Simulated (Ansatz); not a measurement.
## What pressure 9 GPa does to BP

Take BP in the zinc blende structure (space group F-43m, No. 216; a = 4.548 Å) as the base.

Perturbation: cell and atoms relaxed at a pressure of 9 GPa.

Computed with PBE (Ansatz, a first-principles code), spin-orbit coupling left out. Settings: 12×12×12 k-points, 0.05 eV Fermi–Dirac smearing.

```csv
quantity,base,changed,shift
density,2.95 g/cm³,3.10 g/cm³,+0.15 g/cm³
lattice parameter a,4.548 Å,4.473 Å,-0.0759 Å
shortest interatomic distance,1.969 Å,1.937 Å,-0.0328 Å
enthalpy H = E + PV relative to the base's energy,–,+0.64 eV/atom,–
band gap,1.25 eV,1.17 eV,-0.075 eV
smallest direct gap,3.39 eV,3.47 eV,+0.08 eV
width of the top valence band,5.43 eV,5.72 eV,+0.296 eV
electron mass,"1.3 mₑ along k, 0.23 mₑ across (off the special points)","1.4 mₑ along k, 0.23 mₑ across (off the special points)",–
```

Load acts through the strain it causes; cell and atoms are relaxed under it. Effective masses come from finite differences of ±0.01 Å⁻¹. Along k means along the line from Γ to the band edge. No phonon test of stability was made. Competing high-pressure phases were not computed.
